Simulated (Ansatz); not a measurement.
We consider HfO₂ (P4₂/nmc, No. 137; high-temperature phase), described by HSE06 (plane waves, PAW; Ansatz, a quantum-chemistry and plane-wave program).

Run with plane-wave cutoff 500 eV, 6×6×4 k mesh (along the axes of the cell as run), gaussian smearing 0.02 eV, scalar-relativistic PAW data made under PBE.

Cell (relaxed with r²SCAN):

```cif
data_Hf2O4
_chemical_formula_sum 'Hf2 O4'
_space_group_name_H-M_alt 'P42/nmc :1'
_space_group_IT_number 137
_space_group_name_Hall 'P 4n 2n -1n'
_cell_length_a 3.57683
_cell_length_b 3.57683
_cell_length_c 5.20272
_cell_angle_alpha 90.000
_cell_angle_beta 90.000
_cell_angle_gamma 90.000
loop_
_space_group_symop_operation_xyz
  'x, y, z'
  '-y+1/2, x+1/2, z+1/2'
  '-x, -y, z'
  'y+1/2, -x+1/2, z+1/2'
  'x+1/2, -y+1/2, -z+1/2'
  '-y, -x, -z'
  '-x+1/2, y+1/2, -z+1/2'
  'y, x, -z'
  '-x+1/2, -y+1/2, -z+1/2'
  'y, -x, -z'
  'x+1/2, y+1/2, -z+1/2'
  '-y, x, -z'
  '-x, y, z'
  'y+1/2, x+1/2, z+1/2'
  'x, -y, z'
  '-y+1/2, -x+1/2, z+1/2'
loop_
_atom_site_label
_atom_site_type_symbol
_atom_site_symmetry_multiplicity
_atom_site_Wyckoff_symbol
_atom_site_fract_x
_atom_site_fract_y
_atom_site_fract_z
_atom_site_occupancy
Hf1 Hf 2 a 0.00000 0.00000 0.00000 1
O1 O 4 d 0.00000 0.50000 0.19615 1
```

**Question.** What does this level give for the band gap?

**Answer.** 
* **band gap**: 6.37 eV (on the SCF k mesh)

Note: held by symmetry at 0 K, a high-temperature phase can be a saddle point; cell and atoms aren't relaxed at this level (largest force component 0.04 eV/Å).

Spin–orbit coupling is not included.
